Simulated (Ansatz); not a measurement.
End structure of O on the 1x1 (110) surface of zinc-blende GaAs (cut with top plane As + Ga), one in a 2x1 cell, started at the site 'top Ga':

Host crystal: zinc-blende GaAs, with a band gap (PBE, scalar-relativistic without spin-orbit coupling).

```xyz
21
Lattice="8.1256 0.0000 0.0000 0.0000 5.7457 0.0000 0.0000 0.0000 27.5000" Properties=species:S:1:pos:R:3 pbc="T T T"
As     0.0000     4.3789     9.4555
As     4.0628     4.3789     9.4555
Ga     2.0314     3.1768    10.1415
Ga     6.0942     3.1768    10.1415
As     2.0314     1.3033    11.7237
As     6.0942     1.3033    11.7237
Ga     0.0000    -0.1442    11.6457
Ga     4.0628    -0.1442    11.6457
As     0.0059     4.2278    13.7638
As     4.0569     4.2278    13.7638
Ga     2.0314     2.7680    13.7416
Ga     6.0942     2.7836    13.7303
As     2.0314     1.1920    15.7175
As     6.0942     1.2844    15.7012
Ga    -0.0607    -0.2199    15.9348
Ga     4.1235    -0.2199    15.9348
As    -0.1873     4.4816    18.1795
As     4.2501     4.4816    18.1795
Ga     2.0314     2.9342    17.3620
Ga     6.0942     3.0874    17.3265
O      2.0314     4.1175    18.6853
```

Set-up: 21 atoms, 8.6 Å thick at the start under the adsorbate (thin: gaps and levels are the slab's own); mesh 2x3x1; 0.01 eV smearing; dipole correction on; single point; on the structure that PBE left under its start's symmetry; spin-polarised, no spin-orbit, no U, no dispersion correction. The starting moment vanished. The program's check for a lower electronic state was not made. It is one chosen start, not shown to be the lowest state of the adsorbate.

A negative adsorption energy means that the adsorbate is more stable on the surface than in its reference.

Q: What is the computed change of the step from the bottom to the top vacuum level, against the clean slab (HSE06, at the PBE geometry and the start's symmetry (Ansatz, a quantum-chemistry and plane-wave program))?

A: 0.68 eV

Q: Estimate the adsorption energy against ½ O2(g) at the same level that HSE06, at the PBE geometry and the start's symmetry returns for this input.

A: 1.15 eV
